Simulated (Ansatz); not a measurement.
The parent structure is ZnS in the zinc blende structure (space group F-43m, No. 216).

```yaml
crystal:
  lattice:
    - [0.00000, 2.69520, 2.69520]
    - [2.69520, 0.00000, 2.69520]
    - [2.69520, 2.69520, 0.00000]
  atoms:
    - { symbol: S, position: [0.75000, 0.75000, 0.75000] }
    - { symbol: Zn, position: [0.00000, 0.00000, 0.00000] }
```

Level of theory: DFT with r2SCAN, PAW potentials and a 500 eV plane-wave cutoff in Ansatz (a quantum-chemistry and plane-wave program), no spin-orbit coupling, earlier PAW set.

Base values:

| Property | Value |
|---|---|
| Pressure | 0.00 GPa |
| Valley order | Γ 2.70 eV; X along ⟨100⟩ 3.71 eV; L along ⟨111⟩ 3.82 eV |

Perturbation: an isotropic linear strain of +0.73 %, atoms relaxed at fixed cell.

Problem. Predict the new energy relative to the base, pressure and valley order.

Solution. The energy grows by 2.2 meV/atom; the pressure goes from zero to -1.63 GPa; the valley order (the lowest conduction-band minima on the path, energy above the VBM, named in the base's zone) goes from Γ 2.70 eV; X along ⟨100⟩ 3.71 eV; L along ⟨111⟩ 3.82 eV to Γ 2.60 eV; X along ⟨100⟩ 3.75 eV; L along ⟨111⟩ 3.77 eV.

The levels and masses belong to the bands next to the band gap. Stability against distortions was not tested.
